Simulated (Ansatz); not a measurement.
# Effect of Hf → Ta on hypothetical fluorite HfSi2

Start from HfSi$_{2}$ in the fluorite structure (space group Fm-3m, No. 225; a = 6.1830 Å; a hypothetical phase, not in the database extracts checked).

Perturbation: full substitution Hf → Ta, then cell and atoms are relaxed.

Calculations: DFT with PBEsol, PAW potentials and a 420 eV plane-wave cutoff in Ansatz (an electronic-structure program), no spin-orbit coupling. Settings: 13×13×13 k-points, 0.05 eV Fermi–Dirac smearing.

| quantity | base | changed | shift |
|---|---|---|---|
| volume per atom | 19.70 Å³ | 17.95 Å³ | -1.75 Å³ |
| density | 6.59 g/cm³ | 7.31 g/cm³ | +0.72 g/cm³ |
| lattice parameter a | 6.183 Å | 5.994 Å | -0.189 Å |
| band gap | zero | zero | – |

Stability against distortions was not tested. As relaxed here, TaSi2 is a hypothetical phase, not in the database extracts checked. The final runs are not spin-polarised. An odd electron count without spin: TaSi2. TaSi2 and HfSi2 have a high density of states at the Fermi level and may be magnetic at this level.
